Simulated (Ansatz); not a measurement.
What pressure −2 GPa does to AlIr

Start from AlIr in the CsCl type structure (space group Pm-3m, No. 221; a = 2.989 Å; a cell from a computed database, its experimental status unchecked).

The change: a negative pressure, −2 GPa.

All numbers come from plane-wave PAW DFT at the PBEsol level (Ansatz, an electronic-structure program, 420 eV), no spin-orbit coupling. k-mesh 16×16×16 (Γ-centred); smearing 0.05 eV (Fermi–Dirac).

The density shrinks by 0.11 g/cm³, from 13.63 g/cm³ to 13.52 g/cm³ and the enthalpy H = E + PV relative to the base's energy is -0.17 eV/atom. The band gap is still zero.

Load acts through the strain it causes; cell and atoms are relaxed under it. Whether these cells are dynamically stable was not tested. All final runs are without spin polarisation.
